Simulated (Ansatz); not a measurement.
Base system: ZnO in the wurtzite structure (space group P6_3mc, No. 186; a = 3.2352 Å, c = 5.2114 Å).

The values are results of Kohn–Sham DFT with the r2SCAN functional, run in Ansatz (a quantum-chemistry and plane-wave program) with PAW and 500 eV plane waves, no SOC, not measurements.

Base values:

| Property | Result |
|---|---|
| Width of the top valence band | 1.83 eV |
| Electron mass | 0.19 mₑ (at Γ) |
| Band gap | 1.24 eV |
| Pressure | 0.00 GPa |

Now apply this change: an isotropic linear strain of −0.28 %, atoms relaxed at fixed cell.

### Question
What happens to the width of the top valence band, electron mass, band gap and pressure?

### Answer
The width of the top valence band hardly moves (1.83 eV against 1.85 eV); the electron mass stays 0.19 mₑ (at Γ); the band gap goes up by 0.01 eV, from 1.24 eV to 1.25 eV; the pressure (mean of the normal stresses, compression positive) goes from zero to 1.29 GPa.

Masses are band curvatures over ±0.01 Å⁻¹ around the edge. Stability against distortions was not tested.
